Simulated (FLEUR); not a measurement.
**A short convergence ladder for TmZn (P4mm, 2 atoms in the cell)**

```
TmZn
1.0
    3.48325     0.00000     0.00000
    0.00000     3.48325     0.00000
    0.00000     0.00000     3.48325
Tm Zn
1 1
Cartesian
  0.00000   0.00000   0.05000
  1.74162   1.74162   1.74162
```
Moments meant for the start (each program seeds them in its own way; μB, in the order of the atoms Tm Zn): 2.0 0.0.

Base method: FLEUR with LDA (Vosko-Wilk-Nusair), all-electron FLAPW (FLEUR), scalar-relativistic valence.

Base settings: Kmax = 3.8 1/bohr; GmaxXC = 15.2 1/bohr; xcFunctional = vwn; jspins = 2; l_soc = F; mode = hist; fermiSmearingEnergy = 0.00367493 Htr; mesh (inpgen div1-3) = 4 4 4; inpgen gamma flag = true; Gmax = 15.2 1/bohr.

Core times come from one kind of shared machine, to one figure; runs under 30 s give none.

**The basis cutoff**

Moved along: Gmax, GmaxXC.

The second cell is the first with its lattice scaled by 0.98.

The mesh stays at the base's, so the ladder's end is converged at best in this setting alone.

Only quantities that move along the ladder and can be compared are tabulated.

The magnetic state is not the same in all runs (site moments differ, or a search went on to a lower state), so steps between rows are not convergence errors alone.

```csv
Kmax,free energy less the last step's (meV/atom),energy of the compressed cell less the first (meV/atom),largest difference of a force vector from the last step's (eV/Å),net moment (μB/atom),core time / last (rough)
2.25 1/bohr,7932.47,-471.50,0.312,0.000,0.8
2.55 1/bohr,2144.28,22.91,0.104,0.446,0.5
2.82 1/bohr,696.57,-62.49,0.002,0.529,0.6
3.18 1/bohr,153.18,-12.58,0.002,0.558,0.7
3.6 1/bohr,16.45,-4.24,0.001,0.577,0.8
3.8 1/bohr,0.00,-3.86,0.000,0.580,1
```

Coarsest Kmax that holds the forces within 0.005 eV/Å of the last step, with all finer ones: 2.82 1/bohr; the step before is off by 0.10 eV/Å.

Coarsest Kmax that holds the free energy within 5 meV/atom: not settled: the last two steps still differ by 16 meV/atom, over half the tolerance, so the ladder does not show it.

Coarsest Kmax that holds the net moment within 0.02 μB/atom of the last step, with all finer ones: 3.6 1/bohr; the step before is off by 0.022 μB/atom.

On the base run: the starting cell comes from a database of computed structures (which also holds hypothetical and non-ambient phases and stackings), without a prior relaxation at this level. Its lattice was rescaled by up to half a per cent. One atom was moved a little off its site on purpose. With one magnetic atom in the cell only a parallel order is possible. With U or open f shells several self-consistent states can exist. The f electrons are in the valence without U or exact exchange, which can misplace them near the Fermi level. Spin-orbit terms, which matter for f shells, are left out. Values depend on the basis (sphere radii, cutoffs, local orbitals), which need not be converged.
